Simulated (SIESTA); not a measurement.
Input and output of a self-consistent single point for Mg6ZnB (P1, 8 atoms in the cell) (SIESTA).

Computed with GGA PBEsol, numerical atomic orbitals DZP, PseudoDojo PBEsol standard norm-conserving potentials (rewritten from UPF to PSML) (SIESTA).

The change in words: atoms moved at random. Reference geometry:
```xyz
8
Lattice="3.8856 0.0000 0.0000 0.0000 4.0472 4.8849 0.0000 -4.0472 4.8849" Properties=species:S:1:pos:R:3 pbc="T T T"
Mg     1.9428     2.6036     6.1732
Mg     1.9428    -2.6036     6.1732
Mg     1.9428     0.0000     8.5243
Mg     0.0000     1.8741     3.7635
Mg     0.0000    -1.8741     3.7635
Mg     0.0000     0.0000     6.2562
Zn     1.9428     0.0000     4.1975
B      0.0000     0.0000     0.2283
```

Reference input (self-consistent single point, DFT, GGA PBEsol, numerical atomic orbitals DZP, PseudoDojo PBEsol standard norm-conserving potentials (rewritten from UPF to PSML)): XC.functional = GGA; XC.authors = PBEsol; potentials = PseudoDojo PBEsol standard; PAO.BasisSize = DZP; PAO.EnergyShift = 0.01 Ry; MeshCutoff = 400 Ry; kgrid.MonkhorstPack = 5 3 3; OccupationFunction = FD; ElectronicTemperature = 1160.45 K; MaxSCFIterations = 150; SCF.Mixer.Method = Pulay; SCF.Mixer.Weight = 0.1. This run's input differs from it in these lines:

```diff
@@ -19,10 +19,10 @@
 %block AtomicCoordinatesAndAtomicSpecies
-     1.942800000    2.603592708    6.173202695  1
-     1.942800000   -2.603592708    6.173202695  1
-     1.942800000   -0.000000000    8.524326724  1
-     0.000000000    1.874117270    3.763459327  1
-     0.000000000   -1.874117270    3.763459327  1
-     0.000000000    0.000000000    6.256246760  1
-     1.942800000   -0.000000000    4.197535540  2
-     0.000000000   -0.000000000    0.228322329  3
+     1.863860150    2.653414294    6.145407358  1
+     2.045958794   -2.573501442    6.126380498  1
+     1.968600384   -0.039278513    8.524468387  1
+    -0.020407171    1.867544544    3.719866078  1
+    -0.005556408   -1.914383310    3.807897672  1
+    -0.007044593    0.054888737    6.276538822  1
+     1.895189743   -0.077933750    4.262300140  2
+     0.030602986    0.029245392    0.216901328  3
 %endblock AtomicCoordinatesAndAtomicSpecies
```

Log, with long lists cut:

```
        iscf     Eharris(eV)        E_KS(eV)     FreeEng(eV)     dDmax    Ef(eV) dHmax(eV)
   scf:    1   -14482.613565   -15127.183574   -15127.422305  2.830270 -1.465750130.029632
   scf:    2   -15452.922325   -15435.536145   -15435.625316  1.765356 -3.089814  6.531764
   scf:    3   -15437.382172   -15436.543656   -15436.643680  0.172647 -3.091677  4.843879
   scf:    4   -15437.380404   -15437.346405   -15437.465394  0.350025 -2.994539  1.957113
   scf:    5   -15437.433842   -15437.430427   -15437.556214  0.091286 -2.977074  1.245270
   [... 8 lines left out ...]
   scf:   14   -15437.478114   -15437.478108   -15437.599522  0.000313 -3.036431  0.002680
   scf:   15   -15437.478078   -15437.478093   -15437.599522  0.000260 -3.036560  0.001517
   scf:   16   -15437.478059   -15437.478076   -15437.599522  0.000111 -3.036645  0.000206
   scf:   17   -15437.478076   -15437.478076   -15437.599522  0.000013 -3.036654  0.000167
SCF Convergence by DM+H criterion
max |DM_out - DM_in|         :     0.0000129339
max |H_out - H_in|      (eV) :     0.0001667195
SCF cycle converged after 17 iterations

Using DM_out to compute the final energy and forces

siesta: E_KS(eV) =           -15437.4781

siesta: E_KS - E_eggbox =    -15437.4781

siesta: Atomic forces (eV/Ang):
     1    0.194921   -0.396866    0.431951
     2   -0.331186    0.296286    0.305597
     3   -0.189240    0.175174   -0.391726
     4    0.153955   -0.500570    0.126187
     5    0.036063    0.404758   -0.250784
     6    0.012041   -0.072047   -0.202805
     7    0.229772    0.260269   -0.100768
     8   -0.087463   -0.162216    0.090480
   Tot    0.018862    0.004788    0.008131
   Max    0.500570
   Res    0.260641    sqrt( Sum f_i^2 / 3N )
   Max    0.500570    constrained

   [... lines left out ...]
siesta: FreeEng =    -15437.599522
   [... lines left out ...]
siesta:    -0.002909   -0.003292    0.001321
siesta:    -0.003292   -0.000638    0.002801
siesta:     0.001321    0.002801   -0.002313

siesta: Cell volume =        153.641048 Ang**3

siesta: Pressure (static):
siesta:                Solid            Molecule  Units
siesta:           0.00002127          0.00013605  Ry/Bohr**3
siesta:           0.00195326          0.01249192  eV/Ang**3
siesta:           3.12946656         20.01425454  kBar
```

The run converged in 17 iterations. Against the reference run the free energy rises by 13.3 meV/atom, the pressure goes from -0.14 to 0.31 GPa and the largest force goes from 0.323 to 0.618 eV/Å.

The starting cell comes from a database of computed structures (which also holds hypothetical and non-ambient phases and stackings), without a prior relaxation at this level. For this run, on top of that: atoms moved at random. Values carry the incompleteness of an atom-centred basis.

Cost on one core of a shared machine: roughly 30 s.
